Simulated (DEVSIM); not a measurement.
Structure: abrupt Si n-p junction, at 300 K.

Layer 1 from the left is Si, thickness (μm) 0.340, Nd (cm⁻³) 6e15, τn (s) 1.6e-5, τp (s) 1.6e-5. Layer 2 from the left is Si, thickness (μm) 65.0, Na (cm⁻³) 3e14, τn (s) 1.6e-5, τp (s) 1.6e-5.

Left contact: ohmic. Right contact: ohmic. Voltage is applied to the left contact. Recombination: SRH at mid-gap, Auger. Mobility is constant in doping.

This is a model device: material constants are rounded textbook-type values typed into the input, and sizes, dopings and lifetimes were drawn at random. Values at 300 K.

Si: gap (eV) 1.124, affinity (eV) 4.05, permittivity 11.7, Nc (cm⁻³) 2.86e19, Nv (cm⁻³) 3.1e19, μn (cm²/Vs) 1417, μp (cm²/Vs) 470, Cn (cm⁶/s) 2.8e-31, Cp (cm⁶/s) 9.9e-32.

DEVSIM, 1D drift-diffusion, Boltzmann statistics, complete ionisation; no tunnelling, impact ionisation, image-force lowering or self-heating.

Question: What does the simulation give for the potential step across the device at zero bias, the largest field in the device at zero bias, the dark forward voltage at 1 A/cm²?

Answer: potential step across the device at zero bias 0.607 V; largest field in the device at zero bias 7400 V/cm; dark forward voltage at 1 A/cm² 0.632 V.
